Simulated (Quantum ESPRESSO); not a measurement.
A self-consistent single point of TaRe (Cmmm, 2 atoms in the cell) with Quantum ESPRESSO.

Method: LDA (PW92), PseudoDojo standard norm-conserving (LDA) pseudopotentials (plane waves; Quantum ESPRESSO 7.5).

```
TaRe
1.0
    1.59634     2.28932     0.00000
   -1.59634     2.28932     0.00000
    0.00000     0.00000     4.44409
Ta Re
1 1
Direct
  0.50000   0.50000   0.50000
  0.00000   0.00000   0.00000
```

Reference input (self-consistent single point, DFT, LDA (PW92), plane waves, PseudoDojo standard norm-conserving (LDA) pseudopotentials): ecutwfc = 75 Ry; occupations = smearing; smearing = gauss; degauss = 0.0073499 Ry; potentials = {Ta: Ta.upf, Re: Re.upf}; K_POINTS = automatic 8 8 5 0 0 0; conv_thr = 1e-10 Ry; mixing_beta = 0.7. This run's input differs from it in these lines:

```diff
@@ -32,3 +32,3 @@
 K_POINTS automatic
-8 8 5  0 0 0
+8 8 5  0 0 1
```

The program printed (abridged):

```
     Self-consistent Calculation

     iteration #  1     ecut=    75.00 Ry     beta= 0.70

---- Real-time Memory Report at c_bands before calling an iterative solver
            93 MiB given to the printing process from OS
            61 MiB allocation reported by mallinfo(arena+hblkhd)
------------------

     Threshold (ethr) on eigenvalues was too large:
     Diagonalizing with lowered threshold

---- Real-time Memory Report at c_bands before calling an iterative solver
            99 MiB given to the printing process from OS
            63 MiB allocation reported by mallinfo(arena+hblkhd)
------------------

   [... lines left out ...]

---- Real-time Memory Report at c_bands before calling an iterative solver
           103 MiB given to the printing process from OS
            71 MiB allocation reported by mallinfo(arena+hblkhd)
------------------

     total energy              =    -304.10269968 Ry
     estimated scf accuracy    <          5.3E-10 Ry

     iteration # 11     ecut=    75.00 Ry     beta= 0.70

---- Real-time Memory Report at c_bands before calling an iterative solver
           103 MiB given to the printing process from OS
            71 MiB allocation reported by mallinfo(arena+hblkhd)
------------------
     End of self-consistent calculation

     the Fermi energy is    21.3186 ev

!    total energy              =    -304.10269968 Ry
     estimated scf accuracy    <          1.6E-11 Ry
     smearing contrib. (-TS)   =      -0.00050891 Ry
     internal energy E=F+TS    =    -304.10219077 Ry

     convergence has been achieved in  11 iterations

     Forces acting on atoms (cartesian axes, Ry/au):

     atom    1 type  1   force =     0.00000000    0.00000000    0.00000000
     atom    2 type  2   force =     0.00000000    0.00000000    0.00000000

     Total force =     0.000000     Total SCF correction =     0.000000

          total   stress  (Ry/bohr**3)                   (kbar)     P=     -125.74
  -0.00096573   0.00000000   0.00000000         -142.06        0.00        0.00
   0.00000000  -0.00079692   0.00000000            0.00     -117.23        0.00
   0.00000000   0.00000000  -0.00080172            0.00        0.00     -117.94

   JOB DONE.
```

The run converged in 11 iterations. Against the reference run the free energy goes up by 14.9 meV/atom and the pressure goes from -12.43 to -12.57 GPa.

The starting cell comes from a database of computed structures (which also holds hypothetical and non-ambient phases and stackings), without a prior relaxation at this level. Spin polarisation is off.

Cost on one core of a shared machine: roughly 70 s.
